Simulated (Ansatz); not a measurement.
A computed series for ZnS: response to strain

Start from ZnS in the zinc blende structure (space group F-43m, No. 216; a = 5.2968 Å). Axes: x, y, z lie along the cube axes.

Strains are applied to the cell and any free atomic positions relax; under biaxial strain the out-of-plane vector relaxes too.

The values are results of LDA in Ansatz (plane waves to 420 eV, PAW, spin-orbit coupling left out), not measurements.

| biaxial strain, plane normal [111], relaxed out of plane (%) | out-of-plane strain (%) |
|---|---|
| -2.5 | 1.72 |
| -2.08 | 1.42 |
| -1.67 | ? |
| -1.25 | 0.84 |
| -0.83 | 0.55 |
| -0.42 | 0.28 |
| 0 | 0.00 |

### Question
Fit ε⊥ = −νε + γε² (strains in %) to the rows shown and predict the withheld row.

### Answer
Least squares on the printed values gives ν = 0.65 (the biaxial Poisson response) and γ = 0.013 (largest residual 0.00 %); this predicts 1.13 %, and the run gives 1.13 %, in agreement.

Stability against distortions was not tested.

Ansatz is an electronic-structure program.
